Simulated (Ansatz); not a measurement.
Levels about the gap of amorphous silicon oxynitride (Si24O36N8) (68 atoms in a cell of 948 Å³, 2.39 g/cm³; zone centre alone, so wide bands show as single levels with stretches between that a denser mesh fills), at the geometry that PBE relaxed, where it gives 0.0 GPa on a denser mesh. The participation number counts the atoms over which a state spreads; weights are charges in smoothed Voronoi cells. The levels come from a single point, so bond lengths are those of that geometry. Method of the levels: r2SCAN, scalar-relativistic without spin-orbit coupling (Ansatz, a first-principles code). Sampling: the zone centre alone; Fermi-Dirac width 0.01 eV; collinear spin, started from moments on atoms (the moments died out). At PBE the levels at the filled edge of the gap are localised (band-tail or defect states), and the nearest spread-out levels lie 3.7 eV apart at the zone centre.

It comes from a melt-quench run on a machine-learned potential (CHGNet), relaxed afterwards by DFT. O and N atoms were pushed apart under 1.9 Å during the dynamics, to hinder bonds among them. The hot cell started wider than the set density and was brought back towards it in steps. It is the lowest in DFT energy of 2 quenches. It is a model cell: composition and starting density were chosen by hand, and all elements were melted together. No dispersion term was used. A short ab initio anneal came between quench and relaxation. Its density started from a set value of 2.36 and ended at 2.39 g/cm³. Cooling (nominally 600 K/ps over its main leg) ran many orders faster than in experiment, which tends to leave more defects and strain. A cell of this size samples the disorder only roughly. The volume was free in the relaxation, at fixed shape. Stress components on the final sampling reach 2.8 GPa.

```tsv
E - E(highest filled), eV	filling	spin	participation number	largest on	weight N	weight Si	weight O
-1.21	filled	dn	2.9	N, 2 neighbours	0.72	0.12	0.16
-1.00	filled	up	6.7	N, 3 neighbours	0.68	0.12	0.20
-1.00	filled	dn	6.7	N, 3 neighbours	0.68	0.12	0.20
-0.78	filled	up	2.4	Si, 2 neighbours	0.02	0.66	0.33
-0.78	filled	dn	2.4	Si, 2 neighbours	0.02	0.66	0.33
0.00	filled	dn	4.4	N, 3 neighbours	0.74	0.14	0.12
0.00	filled	up	4.4	N, 3 neighbours	0.74	0.14	0.12
3.19	empty	dn	24.4	Si, 2 neighbours	0.11	0.47	0.43
3.19	empty	up	24.5	Si, 2 neighbours	0.11	0.46	0.43
3.23	empty	up	4.8	Si, 2 neighbours	0.07	0.58	0.35
3.23	empty	dn	4.8	Si, 2 neighbours	0.07	0.58	0.35
3.99	empty	dn	11.7	Si, 4 neighbours	0.21	0.49	0.30
3.99	empty	up	11.7	Si, 4 neighbours	0.21	0.49	0.30
4.59	empty	up	26.0	Si, 4 neighbours	0.09	0.50	0.42
```

Most localised among these is the filled level at -0.78 eV, on a Si atom, which has 2 neighbours (O 1.69 Å, O 1.71 Å).
